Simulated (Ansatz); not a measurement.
## NiSi: uniaxial strain ε_xx = +2.39 %

Base system: NiSi (space group Pnma, No. 62; a = 5.1898 Å, b = 3.3503 Å, c = 5.6236 Å; non-magnetic). Axes: x, y, z lie along a, b, c of the conventional cell.

It is then changed as follows: uniaxial strain ε_xx = +2.39 %, all other strain components held at zero; the atoms relax in the strained cell.

Level of theory: DFT with PBE, PAW potentials and a 420 eV plane-wave cutoff in Ansatz (a first-principles code), spin-orbit coupling left out, earlier PAW set. Γ-centred 9×14×8 mesh, Fermi–Dirac width 0.05 eV.

The volume per atom rises by 0.29 Å³ to 12.51 Å³ and the space group stays Pnma (No. 62). The shortest interatomic distance rises by 0.017 Å, from 2.287 Å to 2.304 Å and the energy goes up by 5.7 meV/atom. The pressure (mean of the normal stresses, compression positive) goes from zero to -3.8 GPa and the band gap is still zero. The stress (xx, yy, zz, yz, xz, xy; compression positive) comes out as (-6.1, -3.5, -1.9, 0.0, 0.0, 0.0) GPa (rough).

Final structure:

```yaml
crystal:
  lattice:
    - [5.31387, 0.00000, 0.00000]
    - [0.00000, 3.35027, 0.00000]
    - [0.00000, 0.00000, 5.62355]
  atoms:
    - { symbol: Ni, position: [0.50663, 0.25000, 0.68833] }
    - { symbol: Ni, position: [0.00663, 0.25000, 0.81167] }
    - { symbol: Ni, position: [0.49337, 0.75000, 0.31167] }
    - { symbol: Ni, position: [0.99337, 0.75000, 0.18833] }
    - { symbol: Si, position: [0.68042, 0.25000, 0.08161] }
    - { symbol: Si, position: [0.18042, 0.25000, 0.41839] }
    - { symbol: Si, position: [0.31958, 0.75000, 0.91839] }
    - { symbol: Si, position: [0.81958, 0.75000, 0.58161] }
```

Cost of the whole job for the changed cell (relaxation, final SCF and bands): about 4 core-minutes (a rough figure).

Without a gap, meshes like the base's 9×14×8 leave anisotropic stresses uncertain by several tenths of a GPa, and small strain energies with them. Stability against distortions was not tested. Starting moments died away, wholly or in part, for the base; another magnetic solution may exist. The final runs are not spin-polarised.
